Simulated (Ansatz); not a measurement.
Electronic density of states of amorphous Hf$_{18}$O$_{37}$Ba, density 8.85 g/cm³, on a 2×2×2 Γ-centred mesh with a Gaussian width of 0.1 eV; energies count from the Fermi level, whose place inside the gap is arbitrary. Cell and mesh are small, so fine structure isn't converged. Computed with PBE, scalar-relativistic without spin-orbit coupling (plane waves to 420 eV, PAW; Ansatz, an electronic-structure program). Sampling: a 2×2×2 Γ-centred mesh; Fermi-Dirac width 0.02 eV; no spin polarisation. At PBE the levels at the filled edge of the gap are localised (band-tail or defect states).

It comes from a melt-quench run on a machine-learned potential (CHGNet), relaxed afterwards by DFT. O atoms were pushed apart under 1.9 Å during the dynamics, to hinder bonds among them. The hot cell started wider than the set density and was brought back towards it in steps. It is the lowest in DFT energy of 2 quenches. It is a model cell: composition and starting density were chosen by hand, and all elements were melted together. No dispersion term was used. Its density started from a set value of 8.86 and ended at 8.85 g/cm³. The simulated quench (nominally 380 K/ps over its main leg) is rapid and tends to freeze in more defects than a deposited or slowly cooled glass has. One small periodic cell is one sample of the glass; other quenches scatter about these values. The volume was held where the preparation left it and the shape relaxed, at a PBE pressure of 3.8 GPa. Stress components on the final sampling reach 3.9 GPa. On a 2×2×2 Γ-centred mesh force components of up to 0.14 eV/Å stay, since the relaxation ran on the zone centre alone.

```tsv
E - EF (eV)	states/(eV atom)
-12.00	2.87
-11.90	1.61
-11.80	0.40
-11.70	0.03
-11.60	0.00
-11.50	0.00
-11.40	0.00
-11.30	0.00
-11.20	0.00
-11.10	0.00
-11.00	0.00
-10.90	0.00
-10.80	0.00
-10.70	0.00
-10.60	0.00
-10.50	0.00
-10.40	0.00
-10.30	0.00
-10.20	0.00
-10.10	0.00
-10.00	0.00
-9.90	0.00
-9.80	0.00
-9.70	0.00
-9.60	0.00
-9.50	0.00
-9.40	0.00
-9.30	0.00
-9.20	0.00
-9.10	0.00
-9.00	0.00
-8.90	0.00
-8.80	0.00
-8.70	0.00
-8.60	0.00
-8.50	0.00
-8.40	0.00
-8.30	0.00
-8.20	0.00
-8.10	0.00
-8.00	0.00
-7.90	0.00
-7.80	0.00
-7.70	0.00
-7.60	0.00
-7.50	0.00
-7.40	0.00
-7.30	0.03
-7.20	0.14
-7.10	0.28
-7.00	0.41
-6.90	0.50
-6.80	0.51
-6.70	0.56
-6.60	0.60
-6.50	0.64
-6.40	0.71
-6.30	0.73
-6.20	0.82
-6.10	0.85
-6.00	0.87
-5.90	0.88
-5.80	0.91
-5.70	0.89
-5.60	0.77
-5.50	0.75
-5.40	0.74
-5.30	0.81
-5.20	0.84
-5.10	0.78
-5.00	0.75
-4.90	0.76
-4.80	0.82
-4.70	0.85
-4.60	0.82
-4.50	0.79
-4.40	0.84
-4.30	0.84
-4.20	0.86
-4.10	0.89
-4.00	0.90
-3.90	0.87
-3.80	0.87
-3.70	0.91
-3.60	0.97
-3.50	0.94
-3.40	0.93
-3.30	0.95
-3.20	0.94
-3.10	0.96
-3.00	0.90
-2.90	0.93
-2.80	1.02
-2.70	0.94
-2.60	0.85
-2.50	0.74
-2.40	0.55
-2.30	0.46
-2.20	0.44
-2.10	0.28
-2.00	0.06
-1.90	0.00
-1.80	0.00
-1.70	0.00
-1.60	0.00
-1.50	0.00
-1.40	0.00
-1.30	0.00
-1.20	0.00
-1.10	0.00
-1.00	0.00
-0.90	0.00
-0.80	0.00
-0.70	0.00
-0.60	0.00
-0.50	0.00
-0.40	0.00
-0.30	0.00
-0.20	0.00
-0.10	0.00
0.00	0.00
0.10	0.00
0.20	0.00
0.30	0.00
0.40	0.00
0.50	0.00
0.60	0.00
0.70	0.00
0.80	0.00
0.90	0.00
1.00	0.00
1.10	0.00
1.20	0.00
1.30	0.00
1.40	0.00
1.50	0.00
1.60	0.00
1.70	0.00
1.80	0.00
1.90	0.00
2.00	0.06
2.10	0.22
2.20	0.31
2.30	0.35
2.40	0.41
2.50	0.47
2.60	0.52
2.70	0.56
2.80	0.58
2.90	0.64
3.00	0.71
3.10	0.72
3.20	0.73
3.30	0.76
3.40	0.76
3.50	0.70
3.60	0.68
3.70	0.78
3.80	0.78
3.90	0.76
4.00	0.75
4.10	0.75
4.20	0.69
4.30	0.71
4.40	0.73
4.50	0.71
4.60	0.65
4.70	0.67
4.80	0.64
4.90	0.61
```

The level gap on this mesh is 4.18 eV; the broadening fills part of it in the curve.
